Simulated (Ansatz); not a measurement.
## What isotropic strain +0.50 % does to ZnSe

Take ZnSe in the zinc blende structure (space group F-43m, No. 216; a = 5.733 Å) as the base.

It is then changed as follows: an isotropic linear strain of +0.50 %; the atoms relax in the strained cell.

Calculations: PBE in Ansatz (plane waves to 420 eV, PAW, spin-orbit coupling left out). Settings: 10×10×10 k-points, 0.05 eV Fermi–Dirac smearing.

```csv
quantity,base,changed,shift
space group,F-43m (No. 216),F-43m (No. 216),–
shortest interatomic distance,2.482 Å,2.495 Å,+0.0124 Å
energy relative to the base (free energy F),0 meV/atom,+0.9 meV/atom,+0.9 meV/atom
pressure,0.0 kbar,-8.2 kbar,-8.2 kbar
band gap,1.15 eV,1.09 eV,-0.06 eV
gap character,direct at Γ,direct at Γ,–
electron mass,0.090 mₑ (at Γ),0.087 mₑ (at Γ),–
"hole mass (degenerate bands, along [100])","0.094, 0.63, 0.63 mₑ (at Γ)","0.091, 0.64, 0.64 mₑ (at Γ)",–
"valley order (the lowest conduction-band minima on the path, energy above the VBM, named in the base's zone)",Γ 1.15 eV; L along ⟨111⟩ 2.49 eV,Γ 1.09 eV; L along ⟨111⟩ 2.46 eV,–
```

Final structure:

```
ZnSe
1.0
    0.00000     2.88083     2.88083
    2.88083     0.00000     2.88083
    2.88083     2.88083     0.00000
Zn Se
1 1
Direct
  0.00000   0.00000   0.00000
  0.25000   0.25000   0.25000
```

Masses are band curvatures over ±0.01 Å⁻¹ around the edge. No phonon test of stability was made.

Ansatz is an electronic-structure program.
